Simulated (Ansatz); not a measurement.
Take HfS$_{2}$ in the CdI2 type structure (space group P-3m1, No. 164; a = 3.6057 Å, c = 5.7676 Å; layered, stacked along the Cartesian z axis) as the base.

Calculations: Ansatz (a first-principles code) PBE-D3(BJ), spin-orbit coupling left out.

One change was made to it. Results:

| quantity | base | after |
|---|---|---|
| c/a ratio | 1.600 | 1.528 |
| band gap | 0.85 eV | zero |
| volume per atom | 21.65 Å³ | 18.41 Å³ |

### Question
Name the change that was made.
(A) pressure 3 GPa
(B) pressure 0.3 GPa
(C) pressure 10 GPa

### Answer
C, pressure 10 GPa. For comparison, the band gap in the other runs: pressure 0.3 GPa gives 0.80 eV; pressure 3 GPa gives 0.49 eV.

A case with no gap was solved on a k-mesh chosen for an insulator, which is coarse for it. With Hf present, leaving out spin-orbit coupling can change the band edges. Load acts through the strain it causes; cell and atoms are relaxed under it. Stability against distortions was not tested. No other phases were tried under pressure. All final runs are without spin polarisation. A zero or small gap of HfS2 under pressure 10 GPa can be the functional's error rather than a property of the material.
